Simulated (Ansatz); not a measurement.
The cell is built on a prototype and need not be the phase stable at ambient conditions.

By PBEsol, the system below comes out a metal.

The ballistic (Sharvin) conductance counts the channels at the Fermi level: G/A = (e²/h) × channels of both spins per area.

```yaml
crystal:
  lattice:
    - [4.39996, 0.00000, 0.00000]
    - [-2.19998, 3.81047, 0.00000]
    - [2.19998, 1.27016, 3.59255]
  atoms:
    - { symbol: Sc, position: [0.50000, 0.25000, 0.25000] }
    - { symbol: Sc, position: [0.00000, 0.50000, 0.50000] }
```

Space group of this cell: Fd-3m, diamond. The cell was relaxed by PBE-D3(BJ).

The current flows along the normal of the first two printed cell vectors. No spin-orbit coupling; the value is a mean over 0.1 eV about the Fermi level.

Problem. Predict the ballistic conductance per area from Ansatz (a first-principles code) with PBEsol.

Solution. 0.80 × 10¹⁵ S/m² for both spins.
